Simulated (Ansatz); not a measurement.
**TaN: alloy series**

Consider TaN in the rock salt structure (space group Fm-3m, No. 225; a = 4.4161 Å).

The other end (x = 1) is VN in the rock salt structure (space group Fm-3m, No. 225): 8.72 Å³/atom, gap zero.

V replaces a fraction x of Ta; each row is one arrangement (x, atoms in the cell, starting space group or random), fully relaxed.

Calculations: PBE/PAW in Ansatz (a program for electronic structure), no spin-orbit coupling, earlier PAW set.

Candidates:
(a) x(V) = 0.75, 8 atoms, I4/mmm
(b) x(V) = 0.25, 8 atoms, P4/mmm
(c) x(V) = 0.333, 6 atoms, I4/mmm
(d) x(V) = 0.75, 8 atoms, P4/mmm

Before the change:

```
Item                             Value
-----------------------------  -------
Shortest interatomic distance  2.208 Å
```

Question: Order them by shortest interatomic distance, lowest first.

Answer: (d) x(V) = 0.75, 8 atoms, P4/mmm (1.976 Å), (c) x(V) = 0.333, 6 atoms, I4/mmm (2.048 Å), (a) x(V) = 0.75, 8 atoms, I4/mmm (2.073 Å), (b) x(V) = 0.25, 8 atoms, P4/mmm (2.089 Å)

Other magnetic orders, which the real material may have, were not ruled out. These are small ordered cells, not random alloys; other orderings at the same x differ. Stability against distortions was not tested. Seeded moments were not kept for x(V) = 0.75, 8 atoms, I4/mmm, Ta → V and x(V) = 0.75, 8 atoms, P4/mmm. Spin-polarised in the final run: TaV3N4, Ta3VN4 and Ta2VN3; the other runs are not. This is not the structure that TaN has at room temperature and ambient pressure.
